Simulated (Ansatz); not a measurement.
The parent structure is HgS (space group P3_221, No. 154; a = 4.1401 Å, c = 9.4086 Å; made of chains). Axes: x lies along a and z along c of the hexagonal cell.

It is then changed as follows: biaxial strain +0.80 %, plane normal [001], relaxed out of plane (Cartesian); in-plane vectors clamped, the third vector and the atoms free.

Levels (all Ansatz, a program for electronic structure, PAW, earlier PAW set): PBEsol (420 eV, scalar-relativistic without spin-orbit coupling); HSE06 (420 eV, no SOC).

The geometry is relaxed with PBEsol.

```
Item               Value
---------------  -------
PBEsol band gap  1.29 eV
```

With HSE06 at the same geometry, the band gap increases by 0.89 eV to 2.18 eV.

Single points use the geometry relaxed with PBEsol. HSE06 was sampled on its mesh, a few special points and the semilocal edge points, so its gap is an upper bound. With Hg present, leaving out spin-orbit coupling can change the band edges. Whether these cells are dynamically stable was not tested. No dispersion term is included in the PBEsol runs.
